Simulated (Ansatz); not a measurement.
The starting structures come from a database of crystals and need not be the phases stable at ambient conditions.

Tunnelling through a barrier is set by its complex band structure: the current falls as exp(−2κd) with the smallest κ.

Here is the system:

```
CELL_PARAMETERS angstrom
      4.55922     0.00000     0.00000
      0.00000     8.13529     0.00000
      0.00000     0.00000    11.22344
ATOMIC_POSITIONS crystal
  Ba 0.75000 0.18928 0.91896
  Ba 0.25000 0.81072 0.08104
  Ba 0.25000 0.31072 0.41896
  Ba 0.75000 0.68928 0.58104
  H  0.75000 0.28974 0.59984
  H  0.25000 0.71026 0.40016
  H  0.25000 0.21026 0.09984
  H  0.75000 0.78974 0.90016
  I  0.25000 0.02886 0.68123
  I  0.75000 0.97114 0.31877
  I  0.75000 0.47114 0.18123
  I  0.25000 0.52886 0.81877
  O  0.75000 0.36907 0.53430
  O  0.25000 0.63093 0.46570
  O  0.25000 0.13093 0.03430
  O  0.75000 0.86907 0.96570
```

The cell is taken as given; by r2SCAN it stands under a pressure of -1.3 GPa.

Transport runs along the normal of the first two printed cell vectors.

No gap correction and no spin-orbit coupling; mid-gap is the computed energy nearest the middle.

Question: Estimate the band gap and the smallest decay constant κ at mid-gap that Ansatz (a first-principles code) with r2SCAN returns for this system.

Answer: Gap 4.63 eV on a 8×4×4 mesh; κ = 0.333 1/Å, at the zone centre.
